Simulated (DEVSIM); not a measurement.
System: Schottky contact on p-type GaAs, at 450 K.

Layer 1 from the left is GaAs, thickness (μm) 0.910, Na (cm⁻³) 2.2e16, τn (s) 8e-10, τp (s) 8e-10.

Left contact: Schottky, work function 4.834 eV, emission velocity 3.7e6 cm/s. Right contact: ohmic. Voltage is applied to the left contact. Recombination: SRH at mid-gap, radiative, Auger. Mobility is μmin + (μ − μmin)/(1 + (N/Nref)^α).

This is a model device: material constants are rounded textbook-type values typed into the input, and sizes, dopings and lifetimes were drawn at random. Values at 300 K; Nc and Nv go as T^1.5, mobilities as T to minus their exponent, the gap by Varshni's rule with the affinity fixed.

GaAs: gap (eV) 1.424, affinity (eV) 4.07, permittivity 12.9, Nc (cm⁻³) 4.7e17, Nv (cm⁻³) 9e18, μn (cm²/Vs) 8500, μp (cm²/Vs) 400, μn,min 500, μp,min 20, Nref,n 6e16, Nref,p 1.5e17, αn 0.39, αp 0.38, T exponent of μn 2.1, T exponent of μp 2.2, B (cm³/s) 2e-10, Cn (cm⁶/s) 1e-30, Cp (cm⁶/s) 1e-30, Varshni α (eV/K) 0.000541, Varshni β (K) 204.

Q: Estimate by hand the built-in potential, the peak field at zero bias, the capacitance at 1.5 V, and compare with a numerical solution.

A: 
- Built-in potential: barrier φB = 0.589 eV; Vbi = φB − kT/q ln(N_band/N) = 0.332 V; numerical 0.332 V.
- Peak field at zero bias: depletion approximation: W = √(2εVbi/(qN)) = 0.147 μm with N = 2.20e16 cm⁻³; field = 2Vbi/W = 45300 V/cm; numerical 42400 V/cm (estimate above by 6.8 %).
- Capacitance at 1.5 V: C = √(qεN / 2(Vbi + |V|)) = 33.1 nF/cm²; numerical 33.5 nF/cm² (estimate below by 1.1 %).

Simulated with DEVSIM: 1D drift-diffusion, Boltzmann statistics, complete ionisation; no tunnelling, impact ionisation, image-force lowering or self-heating. Metal contacts follow the ideal Schottky-Mott rule: no Fermi-level pinning, no interface dipoles.
